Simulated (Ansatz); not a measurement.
Levels about the gap of amorphous La₆Ti₁₄O₃₇ (57 atoms in a cell of 788 Å³, 4.42 g/cm³; zone centre alone, so wide bands show as single levels with stretches between that a denser mesh fills), at the geometry that PBE relaxed, where it gives 0.0 GPa on a denser mesh. The participation number counts the atoms over which a state spreads; weights are charges in smoothed Voronoi cells. The levels come from a single point, so bond lengths are those of that geometry. Method of the levels: r2SCAN, scalar-relativistic without spin-orbit coupling (Ansatz, an electronic-structure program). Sampling: the zone centre alone; Fermi-Dirac width 0.02 eV; no spin polarisation. At PBE the levels at the empty edge of the gap are localised (band-tail or defect states).

A CHGNet melt-quench gave the starting glass, which DFT then relaxed. O atoms were pushed apart under 1.9 Å during the dynamics, to hinder bonds among them. The hot cell started wider than the set density and was brought back towards it in steps. It is the lowest in DFT energy of 2 quenches. It is a model cell: composition and starting density were chosen by hand, and all elements were melted together. No dispersion term was used. Its density started from a set value of 4.45 and ended at 4.42 g/cm³. The simulated quench (nominally 240 K/ps over its main leg) is rapid and tends to freeze in more defects than a deposited or slowly cooled glass has. One small periodic cell is one sample of the glass; other quenches scatter about these values. Volume and shape were free in the relaxation.

```
E - E(highest filled), eV  filling  participation number        largest on  weight O  weight Ti  weight La
-------------------------  -------  --------------------  ----------------  --------  ---------  ---------
-0.35                       filled                  21.8   O, 3 neighbours      0.92       0.06       0.02
-0.26                       filled                  21.1   O, 3 neighbours      0.91       0.06       0.03
-0.22                       filled                  10.7   O, 3 neighbours      0.93       0.05       0.02
-0.18                       filled                  21.8   O, 2 neighbours      0.92       0.05       0.03
-0.15                       filled                  18.1   O, 3 neighbours      0.93       0.04       0.03
-0.10                       filled                  18.1   O, 3 neighbours      0.92       0.05       0.03
0.00                        filled                  15.2   O, 3 neighbours      0.94       0.04       0.02
3.33                         empty                   5.3  Ti, 5 neighbours      0.19       0.79       0.02
3.50                         empty                  13.7  Ti, 5 neighbours      0.19       0.80       0.02
3.55                         empty                  12.1  Ti, 6 neighbours      0.20       0.78       0.02
3.58                         empty                   5.7  Ti, 6 neighbours      0.20       0.78       0.02
3.62                         empty                   8.8  Ti, 5 neighbours      0.20       0.78       0.02
3.72                         empty                   9.9  Ti, 5 neighbours      0.19       0.79       0.02
3.72                         empty                  14.9  Ti, 5 neighbours      0.20       0.78       0.02
```

Most localised among these is the empty level at +3.33 eV, on a Ti atom, which has 5 neighbours (O 1.79 Å, O 1.93 Å, O 1.96 Å, O 2.03 Å, O 2.04 Å).
